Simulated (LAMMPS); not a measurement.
Pressure dependence of Cu (fcc) at 1770 K, from the melt.

Computed with classical MD, pair style adp, file AlCu.adp (LAMMPS).

```csv
P (GPa),state,volume,coordination number,self-diffusion coefficient of Cu (not corrected for cell size),viscosity
0,liquid,13.952 ± 0.001 Å³/atom,12.9 (counted to 3.54 Å),(6.30 ± 0.08) × 10^-5 cm²/s,2.4 ± 0.1 mPa s
2,liquid,13.565 ± 0.002 Å³/atom,12.9 (counted to 3.50 Å),(5.8 ± 0.2) × 10^-5 cm²/s,-
5,liquid,13.099 ± 0.002 Å³/atom,13.0 (counted to 3.46 Å),(4.7 ± 0.1) × 10^-5 cm²/s,3.2 ± 0.5 mPa s
```

Caution (rows 2; 5): a run this short can hold a crystal over, or a liquid under, the potential's own melting point, which these runs don't give.

Estimate the isothermal bulk modulus at zero pressure. A parabola P(ln V) through the three points gives −dP/d ln V = 65 GPa at zero pressure.

States go by the mean squared displacement: a species diffuses where it passes 1.5 Å², still rises and gives D over 1e-6 cm²/s; a crystal has left its structure where atoms lie 0.35 Å off their sites on average or a cubic box changes its shape by 3 %, or the axial ratios of another lie 8 % off the starting cell's, which the potential's own relaxation can also do.

Errors of D are the spread over four groups of atoms in one short run; a floor of about 5 %, a picked value, is safer.

Uncertainties are statistical and leave out the potential's own error.
